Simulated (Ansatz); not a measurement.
Reference: KBr (Fm-3m), PBEsol, rigid bands (plane waves, PAW, scalar-relativistic; Ansatz, a first-principles code); geometry: cell and atoms relaxed with PBEsol.

KBr has the cubic space group Fm-3m (No. 225), the rock salt structure, Pearson symbol cF8. Conventional cell: a = b = c = 6.550 Å, α = β = γ = 90.00°. K on 4a sees 6 Br at 3.275 Å (octahedral). Br on 4b sees 6 K at 3.275 Å (octahedral). (Neighbours: up to the widest gap in distance over summed covalent radii, below 1.35, at either atom; cation-cation and far metal-metal contacts left out.)
(The calculation used a cell of 2 atoms; values per cell refer to that cell.)

The band gap comes out as 4.34 eV and the electron conductivity mass is 0.38 mₑ. The Seebeck coefficient, n-type 1e19 cm⁻³ comes out as -180 μV/K.

Problem. Swap K for Li, keeping the structure type. How do these values move?

Solution. LiBr (Fm-3m): volume per atom 35.1 to 19.8 Å³; band gap rises (4.34 eV to 4.98 eV); electron conductivity mass falls (0.38 mₑ to 0.35 mₑ); Seebeck coefficient, n-type 1e19 cm⁻³ stays about the same (-180 μV/K to -171 μV/K).

Problem. Swap Br for Cl, keeping the structure type. How do these values move?

Solution. KCl (Fm-3m): volume per atom 35.1 to 30.4 Å³; band gap rises (4.34 eV to 5.10 eV); electron conductivity mass rises (0.38 mₑ to 0.45 mₑ); Seebeck coefficient, n-type 1e19 cm⁻³ rises in size (-180 μV/K to -198 μV/K).

Problem. Swap Br for F, keeping the structure type. How do these values move?

Solution. KF (Fm-3m): volume per atom 35.1 to 18.7 Å³; band gap rises (4.34 eV to 6.15 eV); electron conductivity mass rises (0.38 mₑ to 0.55 mₑ); Seebeck coefficient, n-type 1e19 cm⁻³ rises in size (-180 μV/K to -223 μV/K).

Moves up to 5 % count as about the same. Masses are for dilute carriers at 300 K, harmonic means over directions unless an axis is named. Seebeck coefficients are for the stated density at 300 K, with one relaxation time for all states and whether or not that doping can be reached. Spin-orbit coupling is left out.
